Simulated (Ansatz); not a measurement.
Consider the following.

```yaml
crystal:
  lattice:
    - [0.00000, 2.06306, 2.06306]
    - [2.06306, 0.00000, 2.06306]
    - [2.06306, 2.06306, 0.00000]
  atoms:
    - { symbol: Mg, position: [0.00000, 0.00000, 0.00000] }
    - { symbol: O, position: [0.50000, 0.50000, 0.50000] }
```

No spin polarisation.

All numbers come from DFT with PBE, PAW potentials and a 420 eV plane-wave cutoff in Ansatz (a quantum-chemistry and plane-wave program), scalar-relativistic without spin-orbit coupling. Settings: 13×13×13 k-points, 0.05 eV Fermi–Dirac smearing.

Q: What hole mass (degenerate bands, along [100]) does the calculation give?

A: 0.41, 2.0, 2.0 mₑ (at Γ).

Q: What is the computed electron mass?

A: 0.37 mₑ (at Γ).

Q: Predict the width of the top valence band.

A: 1.88 eV.

Q: Predict the gap character.

A: Direct at Γ.

The cells carry an imposed strain or load. Effective masses come from finite differences of ±0.01 Å⁻¹. No phonon test of stability was made. The cell was made from MgO in the rock salt structure (space group Fm-3m, No. 225) by this change: isotropic strain −3.00 %.
